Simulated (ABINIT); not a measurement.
## Variants of one calculation on ZrNbB₂ (Amm2, 4 atoms in the cell)

```cif
data_B4Nb2Zr2
_chemical_formula_sum 'Zr2 Nb2 B4'
_space_group_name_H-M_alt 'Amm2'
_space_group_IT_number 38
_space_group_name_Hall 'A 2 -2'
_cell_length_a 3.19297
_cell_length_b 3.42685
_cell_length_c 9.18391
_cell_angle_alpha 90.000
_cell_angle_beta 90.000
_cell_angle_gamma 90.000
loop_
_atom_site_label
_atom_site_type_symbol
_atom_site_symmetry_multiplicity
_atom_site_Wyckoff_symbol
_atom_site_fract_x
_atom_site_fract_y
_atom_site_fract_z
_atom_site_occupancy
Zr1 Zr 2 a 0.00000 0.00000 0.14837 1
Nb1 Nb 2 b 0.50000 0.50000 0.36177 1
B1 B 2 b 0.50000 0.50000 0.04797 1
B2 B 2 a 0.00000 0.00000 0.44188 1
```
(The calculation used a cell of 4 atoms; values per cell refer to that cell.)

Base run A: PBEsol, PAW (JTH v2.0 PBE PAW, files made for PBE) (ABINIT 10.0.3), self-consistent single point.

Its settings: pseudos = [Zr.GGA_PBE-JTH.xml, Nb.GGA_PBE-JTH.xml, B.GGA_PBE-JTH.xml]; ecut = 20 Ha; pawecutdg = 40 Ha; pawxcdev = 0; ixc = -116133; occopt = 7; tsmear = 0.00499791 Ha; ngkpt = 6 6 6; nshiftk = 1; shiftk = 0 0 0; potentials = JTH v2.0 PBE PAW; nband = 22; kptopt = 1; nstep = 80; tolvrs = 1e-12.

The starting cell comes from a database of computed structures (which also holds hypothetical and non-ambient phases and stackings), without a prior relaxation at this level. Spin polarisation is off. The potentials were made for another functional than the one used. In the base run, with a pressure of about -7 GPa the cell is away from its equilibrium volume at this level.

ΔF is the free energy per atom less that of run A. 

Run A gave: pressure (GPa) -6.72; largest force (eV/Å) 0.137; k-points 52.

Runs:
- B: lattice scaled by 1.03; ecut: 20 Ha → 12 Ha; pawecutdg: 40 Ha → 24 Ha
- C: kptopt: 1 → 2
- D: occopt: 7 → 3; tsmear: 0.00499791 Ha → 0.00734986 Ha
- E: tsmear: 0.00499791 Ha → 0.00110248 Ha; ngkpt: 6 6 6 → 9 9 9
- F: ecut: 20 Ha → 23 Ha; pawecutdg: 40 Ha → 46 Ha
- G: ecutsm: default → 1 Ha
- H: tolvrs: 1e-12 → default; tolwfr: default → 1e-16 Ha2; nbdbuf: default → 2
- I: istwfk: default → *1
- J: iscf: default → 2; diemix: default → 0.7

**Question.** What does run G change against A?

**Answer.** The free energy is nearly the same (within 1 meV/atom), the pressure goes from -6.72 to -6.40 GPa and the largest force stays at 0.137 eV/Å.

**Question.** What does run F change against A?

**Answer.** The free energy falls by 5.4 meV/atom, the pressure hardly changes (-6.72 to -6.70 GPa) and the largest force hardly changes (0.137 to 0.140 eV/Å).

```tsv
run	ΔF (meV/atom)	pressure (GPa)	largest force (eV/Å)	k-points
A	0.00	-6.72	0.137	52
B	170.4	-24.41	0.477	52
C	0.00	-6.72	0.137	112
D	-24.9	-6.65	0.096	52
E	1.49	-6.77	0.088	125
F	-5.4	-6.70	0.140	52
G	0.79	-6.40	0.137	52
H	0.00	-6.72	0.137	52
I	0.00	-6.72	0.137	52
J	0.00	-6.72	0.137	52
```
